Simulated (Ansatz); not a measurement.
Data:

```yaml
crystal:
  lattice:
    - [3.46493, 0.00000, 0.00000]
    - [-1.73247, 3.00072, 0.00000]
    - [0.00000, 0.00000, 5.36170]
  atoms:
    - { symbol: Y, position: [0.33333, 0.66667, 0.75000] }
    - { symbol: Y, position: [0.66667, 0.33333, 0.25000] }
```

No spin polarisation.

Level of theory: Kohn–Sham DFT with the r2SCAN functional, run in Ansatz (a program for electronic structure) with PAW and 500 eV plane waves, no SOC. Settings: 15×15×8 k-points, 0.05 eV Fermi–Dirac smearing.

What is the computed space group?

P6_3/mmc (No. 194).

Estimate the band gap.

Zero.

What pressure (mean of the normal stresses, compression positive) does the calculation give?

9.6 GPa.

The cells carry an imposed strain or load. Stability against distortions was not tested. The final runs are not spin-polarised. The cell was made from Y in the hcp (Mg type) structure (space group P6_3/mmc, No. 194) by this change: isotropic strain −5.91 %.
